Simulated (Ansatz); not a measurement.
## GeS2 (P4₂/nmc, No. 137, 6 atoms in the cell; start mp-1071032)

Level of theory: PBE0 (Ansatz, an electronic-structure program, plane waves, PAW).

Run with plane-wave cutoff 460 eV, 6×6×2 k mesh (along the axes of the cell as run), Fermi–Dirac smearing 0.01 eV, scalar-relativistic PAW data made under PBE.

Cell (relaxed with PBE-D3(BJ)):

GeS₂ is modelled in the tetragonal space group P4₂/nmc, origin choice 1 (No. 137), Pearson symbol tP6. Lattice parameters: a = b = 3.485 Å, c = 10.844 Å, α = β = γ = 90.00°. Ge on 2b is surrounded by 4 S at 2.251 Å (tetrahedral). S on 4d sees 2 Ge at 2.251 Å (bent). (Neighbours: up to the widest gap in distance over summed covalent radii, below 1.35, at either atom.)

- band gap: 2.87 eV (indirect)
- smallest direct gap on the k points sampled: 3.02 eV

Note: cell and atoms aren't relaxed at this level (pressure -0.6 GPa).

Spin–orbit coupling is not included.

Computing time: very roughly 4 core-minutes.

A start named mp-… is a Materials Project structure, which need not be a measured phase.
